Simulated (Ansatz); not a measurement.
Amorphous silicon oxide (Si$_{24}$O$_{47}$), 71 atoms at 2.20 g/cm³, one PBE-relaxed geometry, zone centre. Methods: PBE, scalar-relativistic without spin-orbit coupling (Ansatz, a first-principles code); r2SCAN, scalar-relativistic without spin-orbit coupling (Ansatz); HSE06, scalar-relativistic without spin-orbit coupling (Ansatz). Plane waves to 420 eV (r2SCAN 500 eV); exact exchange is cut at the cell's faces. The usual formal charges leave 2 electrons over, so the level spacing at the Fermi energy parts defect or band states and needn't be the band gap. At PBE the levels at the filled edge of the gap are localised (band-tail or defect states). The higher rungs were started with moments on some atoms, which died out.

A CHGNet melt-quench gave the starting glass, which DFT then relaxed. O atoms were pushed apart under 1.9 Å during the dynamics, to hinder bonds among them. The hot cell started wider than the set density and was brought back towards it in steps. It is the lowest in DFT energy of 2 quenches. It is a model cell: composition and starting density were chosen by hand, and all elements were melted together. No dispersion term was used. Its density started from a set value of 2.20 and ended at 2.20 g/cm³. The quench (nominally 320 K/ps over its main leg) was far faster than any real one, so the model tends to hold more defects than a real film. Values belong to this one cell and scatter from quench to quench. The volume was held where the preparation left it and the shape relaxed, at a PBE pressure of 1.4 GPa. Stress components on the final sampling reach 1.4 GPa. On a 2×2×2 Γ-centred mesh force components of up to 0.25 eV/Å stay, since the relaxation ran on the zone centre alone.

The relaxation ran on the zone centre alone. At PBE the level spacing at the Fermi energy is 1.18 eV on a 2×2×2 Γ-centred mesh, and the spacing at the zone centre alone 1.38 eV.

What zone-centre spacing does r2SCAN give, roughly?

1.67 eV (+0.29 eV against PBE).

What zone-centre spacing does HSE06 give, roughly?

2.29 eV (+0.91 eV against PBE).

The highest filled and the lowest empty state spread over these numbers of atoms (participation numbers): PBE: 3.3 and 42.7; r2SCAN: 3.1 and 44.2; HSE06: 2.9 and 44.4.
